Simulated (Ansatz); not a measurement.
Data:

End structure of the (111) surface of rock-salt HfN in its 1x1 cell (cut with top plane N, bottom plane N), outermost plane spacing 1.31 Å in the ideal cut (one of several cuts of this face), with 1 N a cell over the bulk's ratio:

```xyz
9
Lattice="3.2157 0.0000 0.0000 -1.6078 2.7849 0.0000 0.0000 0.0000 27.0000" Properties=species:S:1:pos:R:3 pbc="T T T"
N      1.6078     0.9283     8.5142
Hf     0.0000     1.8566     9.2944
N      0.0000     0.0000    10.9610
Hf     1.6078     0.9283    12.1632
N      0.0000     1.8566    13.5000
Hf     0.0000     0.0000    14.8368
N      1.6078     0.9283    16.0390
Hf     0.0000     1.8566    17.7056
N      0.0000     0.0000    18.4858
```

Slab: 9 atoms, Hf4N5, 10.5 Å thick at the start; k 13x13x1, smearing 0.1 eV, dipole-corrected; single point; on the structure that PBE left under its start's symmetry; no spin, no spin-orbit, no U.

### Question
Predict the work function of the top face from Ansatz (a program for electronic structure) with r2SCAN, at the PBE geometry.

### Answer
6.34 eV
